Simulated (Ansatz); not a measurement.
Cell and atoms of amorphous W20Si10N20:

```xyz
50
Lattice="8.3746 0.1941 0.1372 0.1941 8.8658 0.0016 0.1372 0.0016 8.3380" Properties=species:S:1:pos:R:3 pbc="T T T"
W      5.7394     6.3537     5.5998
W      3.6069     1.3854     2.7688
W      5.6942     7.9754     8.1660
W      1.1020     4.2101     7.7007
W      8.0539     6.8634     2.6926
W      6.6235     5.2215     7.9433
W      1.3065     1.6274     1.2659
W      8.3578     7.5096     5.6054
W      3.5991     5.9522     7.7429
W      2.6505     8.4948     6.1741
W      4.6910     3.6652     6.4570
W      3.5978     7.0643     3.6368
W      1.4484     8.4956     3.4919
W      1.3822     5.0147     4.9789
W      0.3647     8.4856     8.0910
W      2.8763     8.1949     1.0783
W      5.9235     8.4803     2.8693
W      7.5090     3.6186     5.5103
W      3.5477     3.2269     0.6025
W      6.0022     1.7859     0.9370
Si     8.2047     2.2593     7.6344
Si     6.1573     1.4171     6.6431
Si     1.0109     1.6777     5.0257
Si     7.2102     1.6308     3.7229
Si     2.7138     1.8298     7.2314
Si     4.4505     3.8753     3.7191
Si     8.3473     4.0710     2.1698
Si     5.0151     6.2496     1.5673
Si     4.4453     0.7956     5.1025
Si     2.6277     5.3053     1.7710
N      2.0181     7.3515     7.8369
N      3.0658     4.9398     3.4997
N      8.3382     5.6927     6.5866
N      5.6075     3.5286     8.2896
N      3.9801     2.4993     4.6790
N      4.5423     0.3509     1.2632
N      1.8165     6.8280     2.2209
N      2.8187     4.6549     6.2878
N      5.6740     4.5643     4.7324
N      7.1737     8.6351     6.7762
N      1.9814     6.9869     4.9715
N      1.6523     3.7978     1.3943
N      4.7622     3.0135     2.2576
N      6.8795     7.1375     4.2168
N      7.9933     5.3333     1.0100
N      8.4024     4.7370     3.7295
N      7.6611     2.4766     2.1475
N      4.4581     7.5032     6.5604
N      7.2752     8.3734     1.3310
N      1.6650     1.6498     3.2970
```

Calculation: PBE, scalar-relativistic without spin-orbit coupling (plane waves to 420 eV, PAW; Ansatz, an electronic-structure program). The usual formal charges leave 100 electrons over, so the level spacing at the Fermi energy parts defect or band states and needn't be the band gap.

The cell was made by melting and quenching with the CHGNet potential and then relaxed with DFT. N atoms were pushed apart under 1.9 Å during the dynamics, to hinder bonds among them. The hot cell started wider than the set density and was brought back towards it in steps. It is the lowest in DFT energy of 2 quenches. It is a model cell: composition and starting density were chosen by hand, and all elements were melted together. No dispersion term was used. Its density started from a set value of 13.06 and ended at 11.38 g/cm³. The quench (nominally 450 K/ps over its main leg) was far faster than any real one, so the model tends to hold more defects than a real film. A cell of this size samples the disorder only roughly. Volume and shape were free in the relaxation. On a 2×2×2 Γ-centred mesh force components of up to 0.35 eV/Å stay, since the relaxation ran on one k-point at (1/4, 1/4, 1/4).

Bonds are counted up to W-W 3.04 Å, W-Si 2.74 Å, W-N 2.66 Å, Si-Si 2.60 Å, Si-N 2.06 Å, N-N 1.70 Å. Two cations that share two anions don't count as bonded, nor two that share one unless they lie closer than W-W 2.95 Å, W-Si 2.66 Å, Si-Si 2.38 Å.

Give the coordination numbers, mean bond lengths and angles.


```
Property                                                                                                                 Result
---------------------------------  --------------------------------------------------------------------------------------------
Mean coordination of W by anions            3.55 (12 with 3, 5 with 4, 3 with 5); 71 close contacts or bonds to cations besides
Mean coordination of Si by anions  1.50 (3 with 0, 4 with 1, 1 with 3, 2 with 4); 29 close contacts or bonds to cations besides
Mean coordination of N                                                                               4.30 (14 with 4, 6 with 5)
Mean W-N bond                                                                              2.130 Å (spread 0.114 Å, 71 counted)
Mean W-W close contact                                                                     2.837 Å (spread 0.084 Å, 24 counted)
Mean W-Si close contact                                                                    2.604 Å (spread 0.084 Å, 23 counted)
Mean Si-N bond                                                                             1.782 Å (spread 0.049 Å, 15 counted)
Bond angle at W                                                                                        mean 99.1°, spread 31.5°
Bond angle at Si                                                                                      mean 103.9°, spread 29.5°
Bond angle at N                                                                                       mean 106.7°, spread 25.2°
```
